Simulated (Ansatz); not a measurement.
**A computed series for AlAs: alloy series**

Consider AlAs in the zinc blende structure (space group F-43m, No. 216; a = 5.6743 Å).

The other end (x = 1) is AlGa in the zinc blende structure (space group F-43m, No. 216; a hypothetical phase, not in the database extracts checked): 24.83 Å³/atom, gap zero; this end may not be an ambient phase.

Ga replaces a fraction x of As; each row is one arrangement (x, atoms in the cell, starting space group or random), fully relaxed.

The values are results of PBEsol/PAW in Ansatz (a first-principles code), no spin-orbit coupling, earlier PAW set, not measurements.

Notes on the quantities. mixing energy: to 0.01 eV only: unlike meshes or grids; against an end that may be hypothetical.

| case | mixing energy | volume per atom |
|---|---|---|
| base | – | 22.84 Å³ |
| x(Ga) = 0.333, 6 atoms, P3m1 | 0.00 eV/atom | 23.46 Å³ |
| x(Ga) = 0.5, 8 atoms, R3m | -0.03 eV/atom | ? |
| x(Ga) = 0.667, 6 atoms, P3m1 | ? | ? |

Problem. Some entries are withheld; estimate them.

Solution. 
- x(Ga) = 0.5, 8 atoms, R3m, volume per atom: 23.35 Å³
- x(Ga) = 0.667, 6 atoms, P3m1, mixing energy: -0.07 eV/atom
- x(Ga) = 0.667, 6 atoms, P3m1, volume per atom: 22.60 Å³

These are small ordered cells, not random alloys; other orderings at the same x differ. Stability against distortions was not tested. All final runs are without spin polarisation. Under x(Ga) = 0.5, 8 atoms, R3m and x(Ga) = 0.667, 6 atoms, P3m1 the cell changed shape so far that it is another structure.
